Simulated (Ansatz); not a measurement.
Input and output of a self-consistent single point for Ge (Fd-3m, 2 atoms in the cell) (Ansatz, a program for electronic structure).

Method: PBE, PAW files (plane waves; Ansatz).

```xyz
2
Lattice="0.0000 2.8544 2.8544 2.8544 0.0000 2.8544 2.8544 2.8544 0.0000" Properties=species:S:1:pos:R:3 pbc="T T T"
Ge     2.8544     2.8544     2.8544
Ge     4.2817     4.2817     4.2817
```

Reference input (self-consistent single point, DFT, PBE, plane waves, PAW files): basis.ecutwfc = 420 eV; kpoints.mp_grid.grid = 13 13 13; hamiltonian.xc = pbe; hamiltonian.pseudopotentials = {kind: paw} (the program's default PAW files); scf.occupations.method = fermi_dirac; scf.occupations.width = 0.05 eV. This run's input differs from it in these lines:

Ansatz 0.2 input:
```diff
@@ -13,3 +13,3 @@
   mp_grid:
-    grid: [13, 13, 13]
+    grid: [5, 5, 5]
 hamiltonian:
```

Output (repeated stretches shortened):

```
SCF iter   1: F=—  HF=-8589.909852 eV  |F-HF|=—  |Δ(HF+E_count)|=         —  Δρ=3.54e-2  dr2=4.70e-1  ethr=3.10e-3  ⟨swp⟩=5.9  Hψ=807  notcnv=0
all-band conjugate gradients solve this SCF's bands
preconditioner: auto → none
SCF iter   2: F=—  HF=-8589.873632 eV  |F-HF|=—  |Δ(HF+E_count)|=   3.62e-2  Δρ=1.73e-2  dr2=9.51e-2  ethr=1.68e-3  ⟨swp⟩=2.0  Hψ=288  notcnv=0
SCF iter   3: F=—  HF=-8589.874943 eV  |F-HF|=—  |Δ(HF+E_count)|=   1.31e-3  Δρ=1.83e-3  dr2=4.60e-4  ethr=3.40e-4  ⟨swp⟩=2.9  Hψ=259  notcnv=0
SCF iter   4: F=—  HF=-8589.875080 eV  |F-HF|=—  |Δ(HF+E_count)|=   1.37e-4  Δρ=4.49e-4  dr2=7.67e-5  ethr=1.64e-6  ⟨swp⟩=2.0  Hψ=321  notcnv=0
SCF iter   5: F=—  HF=-8589.874909 eV  |F-HF|=—  |Δ(HF+E_count)|=   1.71e-4  Δρ=8.17e-5  dr2=2.05e-6  ethr=2.74e-7  ⟨swp⟩=2.0  Hψ=322  notcnv=0
SCF iter   6: F=—  HF=-8589.874909 eV  |F-HF|=—  |Δ(HF+E_count)|=   3.13e-7  Δρ=3.28e-5  dr2=2.92e-7  ethr=3.57e-10  ⟨swp⟩=6.8  Hψ=874  notcnv=0
SCF iter   7: F=-8589.874909 eV  HF=-8589.874909 eV  |F-HF|=1.28e-8  |Δ(HF+E_count)|=   1.40e-7  Δρ=4.98e-6  dr2=6.93e-9  ethr=3.57e-10  ⟨swp⟩=5.0  Hψ=795  notcnv=0
SCF 1 converged in 7 iterations: F = -8589.874909 eV  dr2 = 6.93e-9
Free energy (F): -8589.874909 eV
Internal energy: -8589.872238 eV  (E = F + TS)
E sigma→0 (E₀):  -8589.873574 eV
Entropy (-TS):   -0.002671 eV (-1.335 meV/atom)
Fermi energy:    8.227471 eV
--- Forces (eV/Å), atoms counted from 1 ---
  atom   1  Ge    -0.00000000     0.00000000     0.00000000
  atom   2  Ge     0.00000000     0.00000000    -0.00000000
--- Stress (GPa, compression-positive) ---
        2.058408       0.000000       0.000000
        0.000000       2.058408      -0.000000
        0.000000       0.000000       2.058408
  P = ⅓ Tr σ = 2.0584 GPa (20.584 kbar)
  The stress holds the Pulay correction. Without it, at fixed plane waves, as pw.x and ABINIT print it: P = 2.0311 GPa
```

The run converged in 7 iterations. Against the reference run the free energy goes up by 49.4 meV/atom and the pressure goes from 1.75 to 2.06 GPa.

The starting cell comes from a database of computed structures (which also holds hypothetical and non-ambient phases and stackings), without a prior relaxation at this level. Its lattice was rescaled by a random factor within 2.5 % of one. Ansatz's pressure includes its estimate of the finite-basis (Pulay) stress.
